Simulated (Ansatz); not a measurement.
**CdS: pressure −1 GPa**

The reference is CdS in the zinc blende structure (space group F-43m, No. 216; a = 5.7566 Å).

The change: a negative pressure, −1 GPa.

Computed with LDA (Ansatz, an electronic-structure program), no spin-orbit coupling. k-mesh 10×10×10 (Γ-centred); smearing 0.05 eV (Fermi–Dirac).

The density drops by 0.08 g/cm³ (5.03 g/cm³ → 4.95 g/cm³) and the shortest interatomic distance grows by 0.0127 Å to 2.505 Å. The enthalpy H = E + PV relative to the base's energy amounts to -0.15 eV/atom and the band gap decreases by 0.03 eV (0.95 eV → 0.92 eV). The gap character remains direct at Γ and the mean gap deformation potential ΔEg/Δln V amounts to -2.1 eV. The width of the top valence band falls by 0.056 eV, from 2.38 eV to 2.33 eV and the electron mass stays 0.10 mₑ (at Γ).

Final structure:

```
CdS
1.0
    0.00000     2.89292     2.89292
    2.89292     0.00000     2.89292
    2.89292     2.89292     0.00000
Cd S
1 1
Cartesian
  0.00000   0.00000   0.00000
  1.44646   1.44646   1.44646
```

Cost of the whole job for the changed cell (relaxation, final SCF and bands): roughly 29 core-seconds.

Load acts through the strain it causes; cell and atoms are relaxed under it. Effective masses come from finite differences of ±0.01 Å⁻¹. No phonon test of stability was made.
